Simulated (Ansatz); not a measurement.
Results of PBEsol (Ansatz, a first-principles code, plane waves, PAW) for cubic perovskite CsPbCl3 (cubic high-temperature phase).

Input:

Ansatz 0.2 input:
```yaml
crystal:
  lattice:
    - [5.6187766565, 0.0, 0.0]
    - [0.0, 5.6187766565, 0.0]
    - [0.0, 0.0, 5.6187766565]
  atoms:
    - { symbol: Cs, position: [0.0, 0.0, 0.0] }
    - { symbol: Pb, position: [0.5, 0.5, 0.5] }
    - { symbol: Cl, position: [0.5, 0.0, 0.5] }
    - { symbol: Cl, position: [0.0, 0.5, 0.5] }
    - { symbol: Cl, position: [0.5, 0.5, 0.0] }
basis:
  ecutwfc: 520
  ecutrho_ratio: 4
  xc_grid: 2
kpoints:
  mp_grid: { grid: [6, 6, 6] }
hamiltonian:
  xc: pbesol
  dispersion: none
  pseudopotentials: { kind: paw }
scf:
  occupations: { method: fermi_dirac, width: 0.01 }
  convergence: { dr2_threshold: 0.0000000005 }
output:
  forces: true
  stress: true
  eigenvalues: true
```

Output (set-up and result lines):

```
Crystal: 5 atoms, lattice volume = 177.388 Å³
Basis set: ecut = 520 eV, 4801 PW (Γ), exchange–correlation on 90×90×90 points (8 copies of the dense FFT grid, shifted against one another)
Bands: 27, of which v1, the nominal top of the filled ones, is band 22 counted from 1 (21 counted from 0)
Symmetry: 48 space group operations
Space group: Pm-3m (ITA 221), of the structure as read, at distance tolerance 5.6e-5 Å
k-points: 20 of 216
Functional: x = pbesol(κ = 0.804, μ = 0.12345679012345678), c = pbesol(β = 0.046)
SCF iter   1: F=—  HF=-20530.633797 eV  |F-HF|=—  |Δ(HF+E_count)|=         —  Δρ=3.12e-3  dr2=2.73e-2
SCF iter   2: F=—  HF=-20530.625299 eV  |F-HF|=—  |Δ(HF+E_count)|=   8.50e-3  Δρ=1.02e-3  dr2=2.15e-3
  ...
SCF iter   7: F=—  HF=-20530.625028 eV  |F-HF|=—  |Δ(HF+E_count)|=   9.95e-9  Δρ=4.89e-7  dr2=5.36e-10
SCF iter   8: F=-20530.625028 eV  HF=-20530.625028 eV  |F-HF|=2.18e-11  |Δ(HF+E_count)|=  2.36e-10  Δρ=1.04e-7  dr2=2.87e-11
SCF 1 converged in 8 iterations: F = -20530.625028 eV  dr2 = 2.87e-11
SCF converged after 8 iterations
Free energy (F): -20530.625028 eV
Internal energy: -20530.625028 eV  (E = F + TS)
E sigma→0 (E₀):  -20530.625028 eV
Fermi energy:    4.820685 eV
--- Forces (eV/Å), atoms counted from 1 ---
  atom   1  Cs    -0.00000000     0.00000000    -0.00000000
  atom   2  Pb     0.00000000    -0.00000000     0.00000000
  atom   3  Cl    -0.00000000     0.00000000     0.00000000
  atom   4  Cl     0.00000000    -0.00000000     0.00000000
  atom   5  Cl    -0.00000000    -0.00000000     0.00000000
--- Stress (GPa, compression-positive) ---
       -0.000573       0.000000       0.000000
       -0.000000      -0.000573       0.000000
        0.000000       0.000000      -0.000573
  P = ⅓ Tr σ = -0.0006 GPa (-0.006 kbar)
```

The PAW data were made under PBE.

Note: held by symmetry at 0 K, a high-temperature phase can be a saddle point.
